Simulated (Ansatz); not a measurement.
## Effect of biaxial strain −2.23 %, plane normal [001], relaxed out of plane on Pt

Base system: Pt in the fcc (Cu type) structure (space group Fm-3m, No. 225; a = 3.942 Å; relaxed with 0.1 eV smearing). Axes: x, y, z lie along the cube axes.

Perturbation: compressive biaxial strain of 2.23 % in the plane normal to [001], as in epitaxy on a mismatched substrate; the out-of-plane cell vector and the atoms relax.

Computed with r2SCAN (Ansatz, an electronic-structure program, PAW, no spin-orbit coupling), earlier PAW set. Settings: 29×29×29 k-points, 0.1 eV Fermi–Dirac smearing.

| quantity | base | changed | shift |
|---|---|---|---|
| volume per atom | 15.31 Å³ | 15.10 Å³ | -0.21 Å³ |
| space group | Fm-3m (No. 225) | I4/mmm (No. 139) | – |
| shortest interatomic distance | 5.267 bohr | 5.149 bohr | -0.1174 bohr |
| energy relative to the base (free energy F) | 0 meV/atom | +13 meV/atom | +13 meV/atom |
| pressure (mean of the normal stresses, compression positive) | 0.0 GPa | 4.3 GPa | +4.3 GPa |
| band gap | zero | zero | – |
| out-of-plane strain | – | +3.18 % | – |
| ratio −ε⊥/ε∥ | – | 1.42 | – |
| mean in-plane stress (compression positive) | – | +6.4 GPa | – |

Final structure (turned so that z lies along the plane normal):

```yaml
crystal:
  lattice:
    - [2.72492, 0.00000, 0.00000]
    - [0.00000, 2.72492, 0.00000]
    - [1.36246, -1.36246, 2.03336]
  atoms:
    - { symbol: Pt, position: [0.00000, 0.00000, 0.00000] }
```

Cost of the whole job for the changed cell (relaxation, final SCF and bands): roughly 9 core-minutes.

No phonon test of stability was made. The final runs are not spin-polarised.
